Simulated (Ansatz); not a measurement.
Input:

```
CELL_PARAMETERS angstrom
      3.82661     0.00000     0.00000
      0.00000     3.82661     0.00000
      0.00000     0.00000    10.80847
ATOMIC_POSITIONS crystal
  Se 0.00000 0.00000 0.00000
  Se 0.50000 0.50000 0.74672
  S  0.00000 0.00000 0.50000
  Se 0.50000 0.50000 0.25328
  Mg 0.00000 0.00000 0.74133
  Mg 0.50000 0.50000 0.50000
  Mg 0.00000 0.00000 0.25867
  Mg 0.50000 0.50000 0.00000
```

No spin polarisation.

Level of theory: Ansatz (a first-principles code), r2SCAN, PAW, cutoff 500 eV, without spin-orbit coupling. Settings: 9×9×3 k-points, 0.05 eV Fermi–Dirac smearing.

Predict the electron mass, valence-band top at Γ, band gap and gap character.

The electron mass is 0.27 mₑ along c, 0.34 mₑ across (at M). The valence-band top at Γ (three highest levels, from the VBM) comes out as 0.00, 0.00, -0.02 eV. The band gap is 2.64 eV and the gap character (in this cell's own zone, which can be folded) is indirect, Γ → M.

Each cell is one ordered arrangement of few atoms, which overstates ordering effects compared with a random alloy. Masses are band curvatures over ±0.01 Å⁻¹ around the edge. Whether these cells are dynamically stable was not tested. The cell was made from MgS by this change: x(Se) = 0.75, 8 atoms, P4/mmm.
